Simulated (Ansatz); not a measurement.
Consider Si-vacancy pair (Si on one host Cu site, one Cu site vacant) in fcc Cu, neutral cell. The step: direct exchange of Si with the vacancy (Si-vacancy distance between ideal sites 2.57 Å throughout); the atom moves 2.55 Å along (0.00, 0.50, 0.50) of the unit cell; the moving atom starts with neighbours 4 Cu at 2.51, Cu at 2.55, 2 Cu at 2.56, 4 Cu at 2.58 Å and ends with 4 Cu at 2.51, Cu at 2.55, 2 Cu at 2.56, 4 Cu at 2.58 Å. A PBE band in Ansatz (plane-wave PAW, a 2×2×2 k-point mesh shifted by half a step, 32 host sites, 17 SCF runs with any check of the saddle's order, static, no finite-size correction) gives a forward barrier of 0.67 eV. The saddle point's order was not checked, and it lies on a symmetry element of the cell, where a band can be held. Forms of the defect that were not tried may lie lower.

Single points at the band's start and saddle point can refine it. Rough cost of one point, in units of the band's mean SCF on the same machine:

| Level | Cost of one point |
|---|---|
| PBE, a 4×4×4 k-point mesh shifted by half a step | about 7 |
| r2SCAN at 500 eV, a 2×2×2 k-point mesh shifted by half a step | about 3 |

Question: Which of these move the barrier by more than 0.1 eV, and how far does each move it?

Answer: Not one does. PBE, a 4×4×4 k-point mesh shifted by half a step: -0.03 eV; r2SCAN at 500 eV, a 2×2×2 k-point mesh shifted by half a step: +0.02 eV. Each functional is compared with PBE at the same k-points.

Ansatz is a quantum-chemistry and plane-wave program.
